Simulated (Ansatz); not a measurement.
A zone-centre phonon calculation of YSn3 (Pm-3m, 4 atoms in the cell) with Ansatz (a first-principles code).

Method of the run: LDA (PW92), default PAW files made with PBE (plane waves; Ansatz).

```
CELL_PARAMETERS angstrom
      4.71443     0.00000     0.00000
      0.00000     4.71443     0.00000
      0.00000     0.00000     4.71443
ATOMIC_POSITIONS crystal
  Y  0.00000 0.00000 0.00000
  Sn 0.50000 0.50000 0.00000
  Sn 0.00000 0.50000 0.50000
  Sn 0.50000 0.00000 0.50000
```

Reference input (self-consistent single point, DFT, LDA (PW92), plane waves, default PAW files made with PBE): basis.ecutwfc = 420 eV; kpoints.mp_grid.grid = 7 7 7; hamiltonian.xc = lda; hamiltonian.pseudopotentials = {kind: paw} (the program's default PAW files); scf.occupations.method = fermi_dirac; scf.occupations.width = 0.1 eV. This run's input differs from it in these lines:

Ansatz 0.2 input:
```diff
@@ -15,3 +15,3 @@
   mp_grid:
-    grid: [7, 7, 7]
+    grid: [10, 10, 10]
 hamiltonian:
@@ -24,6 +24,4 @@
     width: 0.1 eV
-output:
-  forces: true
-  eigenvalues: true
-  stress: true
+phonons:
+  method: dfpt
```

The program printed (abridged):

```
SCF iter   1: F=—  HF=-21386.141202 eV  |F-HF|=—  |Δ(HF+E_count)|=         —  Δρ=7.50e-3  dr2=3.87e-2  ethr=1.77e-3  ⟨swp⟩=6.1  Hψ=28458  notcnv=0
all-band conjugate gradients solve this SCF's bands
preconditioner: auto → Kerker (q_TF=auto, 2.435 Å⁻¹)
SCF iter   2: F=—  HF=-21386.132491 eV  |F-HF|=—  |Δ(HF+E_count)|=   8.71e-3  Δρ=3.77e-3  dr2=1.23e-2  ethr=7.30e-5  ⟨swp⟩=2.1  Hψ=13102  notcnv=0
   [... lines left out ...]
SCF iter   8: F=—  HF=-21386.128790 eV  |F-HF|=—  |Δ(HF+E_count)|=  2.36e-10  Δρ=2.72e-7  dr2=6.36e-11  ethr=2.17e-12  ⟨swp⟩=2.0  Hψ=12822  notcnv=0
SCF iter   9: F=-21386.128790 eV  HF=-21386.128790 eV  |F-HF|=0.00e0  |Δ(HF+E_count)|=  1.09e-11  Δρ=5.83e-8  dr2=4.90e-12  ethr=1.00e-12  ⟨swp⟩=5.9  Hψ=27923  notcnv=0
the search or the solves at the SCF's close seem to have found levels that the self-consistency loop had missed (the run counts 2) …
SCF 1 converged in 9 iterations: F = -21386.128790 eV  dr2 = 4.90e-12
DFPT response loops at Γ: preconditioner auto → Kerker (q_TF=auto, 2.435 Å⁻¹) (partly filled bands, converged f_vac=0.000) …
the response loops of the zone centre start from zero, take more passes and end by a threshold …
Free energy (F): -21386.128790 eV
Internal energy: -21386.054704 eV  (E = F + TS)
E sigma→0 (E₀):  -21386.091747 eV
Entropy (-TS):   -0.074085 eV (-18.521 meV/atom)
Fermi energy:    11.551029 eV
   [... lines left out ...]
  ASR residual: 2.699e-4 → 0.000e0 eV/Å²; symmetrization residual: 3.805e-5 eV/Å²
  ASR residual per site (eV/Å²): 2.70e-4 1.74e-4 1.74e-4 1.74e-4
  Γ frequencies (cm⁻¹): 0.00 0.00 0.00 62.48 62.48 62.48 86.06 86.06 86.06 131.51 131.51 131.51
  non-analytic LO–TO correction: not included (Born effective charges unavailable; polar crystals: no LO–TO splitting at Γ)
```

The run converged in 9 iterations. 

Summary of the result:
```
Property                                                                                           Value
--------------------------------------------------------  ----------------------------------------------
Free energy E − TS (on the zero of these files)                                           -21386.1288 eV
Fermi level (on the code's own zero)                                                            11.55 eV
Zone-centre frequencies (cm⁻¹; negative means imaginary)  0, 0, 0, 62, 62, 62, 86, 86, 86, 132, 132, 132
```

The starting cell comes from a database of computed structures (which also holds hypothetical and non-ambient phases and stackings), without a prior relaxation at this level. Its lattice was rescaled by up to half a per cent.

Cost on one core of a shared machine: roughly 4 min.
